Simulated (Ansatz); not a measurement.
Given:

```
CELL_PARAMETERS angstrom
      3.34343     0.00000     0.00000
      1.67171     2.89549     0.00000
      1.67171    -0.96516     2.75827
ATOMIC_POSITIONS crystal
  B  0.99933 0.00033 0.00100
  As 0.50067 0.24967 0.74900
```

No spin polarisation.

Level of theory: PBEsol/PAW in Ansatz (a first-principles code), no SOC. k-mesh 12×12×12 (Γ-centred); smearing 0.05 eV (Fermi–Dirac).

Task: Predict the valence-band top at Γ and gap character.

Result: The valence-band top at Γ (three highest levels, from the VBM) comes out as 0.00, 0.00, -0.09 eV. The gap character comes out as indirect, Γ → F–Γ (18 % along).

The cells carry an imposed strain or load. Stability against distortions was not tested. The cell was made from BAs in the zinc blende structure (space group F-43m, No. 216) by this change: biaxial strain −0.83 %, plane normal [111], relaxed out of plane.
